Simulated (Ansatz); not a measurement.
# MgCdTe2 (P-4m2, No. 115, 4 atoms in the cell; start mp-1222011)

Calculation: HSE06 (Ansatz, an electronic-structure program, plane waves, PAW).

Settings: plane-wave cutoff 500 eV, 6×6×4 k mesh (along the axes of the cell as run), gaussian smearing 0.02 eV, scalar-relativistic PAW data made under PBE.

Cell (relaxed at this level):

```yaml
crystal:
  lattice:
    - [4.61434, 0.00000, 0.00000]
    - [0.00000, 4.61434, 0.00000]
    - [0.00000, 0.00000, 6.48897]
  atoms:
    - { symbol: Mg, position: [0.50000, 0.50000, 0.50000] }
    - { symbol: Cd, position: [0.00000, 0.00000, 0.00000] }
    - { symbol: Te, position: [0.00000, 0.50000, 0.25563] }
    - { symbol: Te, position: [0.50000, 0.00000, 0.74437] }
```

```
Quantity                       Result
--------  ---------------------------
band gap  2.30 eV (on the SCF k mesh)
```

Note: the relaxation could not lower the start's symmetry, so the cell can be a saddle point above a distorted one.

Spin–orbit coupling is not included; with these elements it can move the gap by several tenths of an eV or more.

Cost on a shared machine: around 40 core-minutes (rough).

A start named mp-… is a Materials Project structure, which need not be a measured phase.
